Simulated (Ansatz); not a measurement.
Consider LiNbO3 (space group R3c, No. 161; a = 5.135 Å, c = 13.824 Å (hexagonal axes)).

Computed with plane-wave PAW DFT at the PBEsol level (Ansatz, a quantum-chemistry and plane-wave program, 420 eV), no spin-orbit coupling.

Base values:

```
Property     Value
--------  --------
Pressure  0.0 kbar
```

One thing is altered: the cell is scaled by 0.9925 in all directions; the atoms relax in the strained cell.

### Question
Predict the new pressure, energy relative to the base and largest internal atomic displacement.

### Answer
The pressure (mean of the normal stresses, compression positive) goes from zero to 27.3 kbar; the energy goes up by 2.0 meV/atom; the largest internal atomic displacement amounts to 0.022 Å.

No phonon test of stability was made.
